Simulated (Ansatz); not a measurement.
Base system: TeO2 in the fluorite structure (space group Fm-3m, No. 225; a = 5.3238 Å; a hypothetical phase, not in the database extracts checked).

It is then changed as follows: F takes the place of O on all its sites; the structure is relaxed again.

Levels (all Ansatz, a program for electronic structure, PAW): PBEsol (420 eV, no SOC); PBEsol+SOC (420 eV, with spin-orbit coupling).

The geometry is relaxed with PBEsol.

| Item | Result |
|---|---|
| PBEsol gap character | absent |
| PBEsol band gap | zero |
| PBEsol pressure | 0.0 GPa |

What does PBEsol+SOC give at this geometry for the gap character, band gap and pressure?

The gap character changes from absent to indirect, K–Γ (20 % along) → Γ–X (21 % along); the band gap goes from zero to 0.40 eV; the pressure goes from zero to 1.1 GPa.

Single points use the geometry relaxed with PBEsol. Differences between runs with and without spin-orbit coupling are approximate. Spin-orbit coupling, missing from the scalar runs, can matter with Te. Stability against distortions was not tested. As relaxed here, TeF2 is a hypothetical phase, not in the database extracts checked. The runs without spin-orbit coupling are not spin-polarised. The zero or small gap of TeF2 can change with the level of theory.
